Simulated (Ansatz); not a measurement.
**fcc Rh (0 0 1) on ceria (0 0 1) (film strained to the substrate, started from cuts of the bulks and a machine-learned relaxation; slabs Ce5O12 and Rh12, which can lie off the formulas)**

A periodic stack without vacuum, fcc Rh (0 0 1) on ceria (0 0 1) (film strained to the substrate, started from cuts of the bulks and a machine-learned relaxation; slabs Ce5O12 and Rh12, which can lie off the formulas): substrate slab Ce5O12, film Rh12, surface cells [[1, 0], [1, 1]] and [[0, -1], [2, 1]], film strained by +0.9 and +0.9 %, outermost planes O/O and Rh/Rh as cut, which need not be the usual terminations and can put a slab off its formula.

The start was prepared with a machine-learned potential, and the result is one local minimum, with the in-plane cell held and forces under 0.04 eV/Å; the film can end far from its bulk form.

Method: PBE (plane waves to 420 eV, PAW; Ansatz, a first-principles code). No spin–orbit coupling; the runs are not spin-polarised; PBE gaps are too small against experiment; cerium has no Hubbard term. Its k-point mesh 8×8×1, Fermi–Dirac width 0.05 eV.

interface area: 14.9 Å²
period: 26.51 Å
heights between the nearest atoms of the two slabs at the two interfaces: 1.49 and 1.89 Å
Ce–Rh contacts across the interfaces within 1.22 times the sum of covalent radii: 6, mean 3.57 Å
O–Rh contacts across the interfaces within 1.22 times the sum of covalent radii: 6, mean 1.98 Å
hole barrier (PBE, at the middle of a substrate layer that carries a field): 1.59 eV
electron barrier (PBE, at the middle of a substrate layer that carries a field): 0.30 eV
slope of the mean potential energy in the substrate: -5.1 MV/cm × e

```yaml
crystal:
  lattice:
    - [3.86386, 0.00026, -0.04554]
    - [0.00003, 3.86390, 0.09133]
    - [1.28450, 2.26844, 26.56261]
  atoms:
    - { symbol: Ce, position: [0.90626, 0.99055, 0.18547] }
    - { symbol: Ce, position: [0.43129, 0.56838, 0.08291] }
    - { symbol: Ce, position: [0.85474, 0.83556, 0.39159] }
    - { symbol: Ce, position: [0.38071, 0.41268, 0.28854] }
    - { symbol: Ce, position: [0.32876, 0.25960, 0.49385] }
    - { symbol: O, position: [0.41852, 0.02833, 0.13568] }
    - { symbol: O, position: [0.91847, 0.52828, 0.13567] }
    - { symbol: O, position: [0.94322, 0.60560, 0.03432] }
    - { symbol: O, position: [0.44271, 0.10507, 0.03433] }
    - { symbol: O, position: [0.36737, 0.87252, 0.34188] }
    - { symbol: O, position: [0.86738, 0.37250, 0.34188] }
    - { symbol: O, position: [0.89321, 0.45021, 0.23874] }
    - { symbol: O, position: [0.39318, 0.95017, 0.23875] }
    - { symbol: O, position: [0.31468, 0.71872, 0.54923] }
    - { symbol: O, position: [0.81471, 0.21890, 0.54924] }
    - { symbol: O, position: [0.84113, 0.29563, 0.44511] }
    - { symbol: O, position: [0.34117, 0.79573, 0.44511] }
    - { symbol: Rh, position: [0.03308, 0.87374, 0.67788] }
    - { symbol: Rh, position: [0.53122, 0.37186, 0.67788] }
    - { symbol: Rh, position: [0.55492, 0.92254, 0.60528] }
    - { symbol: Rh, position: [0.04588, 0.43163, 0.60526] }
    - { symbol: Rh, position: [0.99607, 0.76561, 0.82096] }
    - { symbol: Rh, position: [0.49626, 0.26579, 0.82096] }
    - { symbol: Rh, position: [0.51430, 0.81939, 0.74916] }
    - { symbol: Rh, position: [0.01404, 0.31977, 0.74907] }
    - { symbol: Rh, position: [0.96050, 0.65906, 0.96312] }
    - { symbol: Rh, position: [0.46053, 0.15910, 0.96312] }
    - { symbol: Rh, position: [0.47812, 0.71220, 0.89247] }
    - { symbol: Rh, position: [0.97797, 0.21128, 0.89354] }
```
